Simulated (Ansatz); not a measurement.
The reference is Y in the hcp (Mg type) structure (space group P6_3/mmc, No. 194; a = 3.5943 Å, c = 5.6099 Å; relaxed with 0.1 eV smearing).

Method: PBEsol in Ansatz (plane waves to 420 eV, PAW, spin-orbit coupling left out).

Strains are applied to the cell and any free atomic positions relax.

One change was made to it. Results:

| quantity | base | after |
|---|---|---|
| energy relative to the base (free energy F) | 0 meV/atom | +14 meV/atom |
| pressure (mean of the normal stresses, compression positive) | 0.0 GPa | -2.3 GPa |

Problem. Which of these changes matches the shifts?
A. isotropic strain +0.50 %
B. isotropic strain +1.00 %
C. isotropic strain +2.00 %

Solution. C, isotropic strain +2.00 %. For comparison, the energy relative to the base in the other runs: isotropic strain +1.00 % gives +3.7 meV/atom; isotropic strain +0.50 % gives +0.9 meV/atom.

No phonon test of stability was made. The final runs are not spin-polarised.

Ansatz is a first-principles code.
